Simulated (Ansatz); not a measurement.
Output of an Ansatz run (abridged):

```
WARN ansatz: RAYON_NUM_THREADS=1 ignored (pool sized by the plan → 1); use --threads N
Pseudopotentials: kind: paw
Pseudopotential: Sn, paw, valence charge 14
Pseudopotential: Bi, paw, valence charge 15
Crystal: 2 atoms, lattice volume = 62.968 Å³
Basis set: ecut = 420.4159175005146 eV, 1261 PW (Γ)
Bands: 19, of which v1, the nominal top of the filled ones, is band 15 counted from 1 (14 counted from 0)
Symmetry: 8 space group operations
Space group: I-4m2 (ITA 119), of the structure as read, at distance tolerance 4.0e-5 Å
k-points: 126 of 1331 (time reversal used)
PAW frozen core: Sn, regenerated for the run's functional, and the local potential with it
PAW frozen core: Bi, regenerated for the run's functional, and the local potential with it
Initial density: superposition of atomic densities (neutral atoms: chi_scale 0, normalization atom), corrected by the library's trained network
Initial wavefunctions: pseudopotential atomic-orbital guess
Eigensolver: davidson
Functional: x = slater, c = lda
SCF iter   1: F=—  HF=-17965.283704 eV  |F-HF|=—  |Δ(HF+E_count)|=         —  Δρ=5.21e-3  dr2=7.97e-3  ethr=1.77e-3  ⟨swp⟩=6.1  Hψ=12564  notcnv=0
all-band conjugate gradients solve this SCF's bands
preconditioner: auto → Kerker (q_TF=auto, 2.398 Å⁻¹)
SCF iter   2: F=—  HF=-17965.280143 eV  |F-HF|=—  |Δ(HF+E_count)|=   3.56e-3  Δρ=2.63e-3  dr2=2.18e-3  ethr=2.75e-5  ⟨swp⟩=2.3  Hψ=4221  notcnv=0
SCF iter   3: F=—  HF=-17965.279530 eV  |F-HF|=—  |Δ(HF+E_count)|=   6.13e-4  Δρ=4.27e-4  dr2=1.47e-4  ethr=7.51e-6  ⟨swp⟩=2.7  Hψ=4188  notcnv=0
SCF iter   4: F=—  HF=-17965.279496 eV  |F-HF|=—  |Δ(HF+E_count)|=   3.38e-5  Δρ=1.38e-4  dr2=1.60e-5  ethr=5.08e-7  ⟨swp⟩=2.1  Hψ=2998  notcnv=0
SCF iter   5: F=—  HF=-17965.279500 eV  |F-HF|=—  |Δ(HF+E_count)|=   3.33e-6  Δρ=3.51e-5  dr2=1.24e-6  ethr=5.52e-8  ⟨swp⟩=2.3  Hψ=2876  notcnv=0
SCF iter   6: F=-17965.279499 eV  HF=-17965.279499 eV  |F-HF|=4.30e-9  |Δ(HF+E_count)|=   2.73e-7  Δρ=7.18e-6  dr2=3.75e-8  ethr=3.45e-10  ⟨swp⟩=6.0  Hψ=13246  notcnv=0
SCF 1 converged in 6 iterations: F = -17965.279499 eV  dr2 = 3.75e-8
SCF converged after 6 iterations
Free energy (F): -17965.279499 eV
Harris-Foulkes:  -17965.279499 eV  (|F-HF|=4.30e-9)
Internal energy: -17965.272110 eV  (E = F + TS)
E sigma→0 (E₀):  -17965.275805 eV
Entropy (-TS):   -0.007389 eV (-3.695 meV/atom)
Fermi energy:    9.678742 eV
--- Per-component energies (eV) ---
  E_band       = -202.894897
  E_kinetic    = 489.872392
  E_local      = -2403.247717  (includes V_loc(G=0)·N_el)
  E_nonlocal   = 534.979571
  E_hartree    = 1030.184166
  E_xc         = -529.386636
  E_vxc        = -242.969239  (∫ρ·V_xc dr)
  E_paw        = -14346.289584  (= ΣΔE_a)
  E_vpaw       = -641.895358  (= ΣTr[D̂ρ^β])
  E_aug_tail   = -0.000522  (compensation charges beyond the density's cutoff)
  E_ewald      = -2741.803794
  E_core_change = 0.420013  (= ΣΔE_core)
  E_smearing   = -0.007389  (= −TS)
  E_closure    = -0.000000  (closes the sum)
  Σ components = -17965.279499   (vs F -17965.279499, Δ=0.00e0)
--- Forces (eV/Å), atoms counted from 1 ---
  atom   1  Sn     0.00000000    -0.00000000     0.00000000
  atom   2  Bi    -0.00000000     0.00000000     0.00000000
  max |Σ_I F_I| component: 1.39e-17 eV/Å
--- Stress (GPa, compression-positive) ---
       -3.116878       0.000000       0.000000
        0.000000      -3.116878       0.000000
        0.000000       0.000000      -4.431828
  P = ⅓ Tr σ = -3.5552 GPa (-35.552 kbar)
  The stress holds the Pulay correction. Without it, at fixed plane waves, as pw.x and ABINIT print it: P = -3.5783 GPa
--- Band table (eV; the first three rows and the last of 126) ---
  k-point 0: bands = ["-13.0331", "-12.8860", "-12.8580", "-12.8285", "-12.8285", "-11.6889", "-11.5827", "-11.5712", "-11.5538", "-11.5538", "-2.7320", "3.4547", "7.2487", "7.2487", "12.6926", "14.1886", "14.1886", "14.5006", "15.7864"]
  k-point 1: bands = ["-13.0332", "-12.8848", "-12.8570", "-12.8288", "-12.8285", "-11.6886", "-11.5828", "-11.5740", "-11.5536", "-11.5529", "-2.6862", "3.2327", "7.3242", "7.4074", "12.9558", "13.7097", "13.7835", "14.5406", "15.7593"]
  k-point 2: bands = ["-13.0334", "-12.8814", "-12.8543", "-12.8294", "-12.8285", "-11.6877", "-11.5832", "-11.5807", "-11.5531", "-11.5511", "-2.5544", "2.6973", "7.5488", "7.7906", "12.8199", "12.9046", "13.7313", "14.4527", "15.6212"]
  k-point 125: bands = ["-13.0343", "-12.8757", "-12.8380", "-12.8265", "-12.8262", "-11.6838", "-11.6113", "-11.5791", "-11.5520", "-11.5518", "-1.5203", "2.1212", "5.0552", "5.2141", "13.5004", "14.4671", "16.0912", "16.4085", "20.3521"]
```

The structure:

```
CELL_PARAMETERS angstrom
     -3.09694     3.09694     1.64132
      3.09694    -3.09694     1.64132
      3.09694     3.09694    -1.64132
ATOMIC_POSITIONS crystal
  Sn 0.00000 0.00000 0.00000
  Bi 0.25000 0.75000 0.50000
```

Reconstruct the input of this run.

Other spellings and defaults could give the same log, and not every line can be read from it. The input that was run (DFT, LDA (PW92), plane waves, default PAW files made with PBE):

Ansatz 0.2 input:
```yaml
# SnBi
crystal:
  lattice:
    - [-3.096938, 3.096938, 1.641321]
    - [3.096938, -3.096938, 1.641321]
    - [3.096938, 3.096938, -1.641321]
  atoms:
    - { symbol: Sn, position_ang: [0.000000, 0.000000, 0.000000] }
    - { symbol: Bi, position_ang: [3.096938, 0.000000, 0.820661] }
basis:
  ecutwfc: 30.9 Ry
kpoints:
  mp_grid: { grid: [11, 11, 11] }
hamiltonian:
  xc: lda
  pseudopotentials: { kind: paw }
scf:
  occupations: { method: gaussian, width: 0.0073 Ry }
output:
  forces: true
  eigenvalues: true
  stress: true
```

The starting cell comes from a database of computed structures (which also holds hypothetical and non-ambient phases and stackings), without a prior relaxation at this level. Its lattice was rescaled by up to half a per cent. Spin-orbit coupling is off. With a pressure of about -4 GPa the cell is away from its equilibrium volume at this level. Ansatz's pressure includes its estimate of the finite-basis (Pulay) stress.

Ansatz is a quantum-chemistry and plane-wave program.
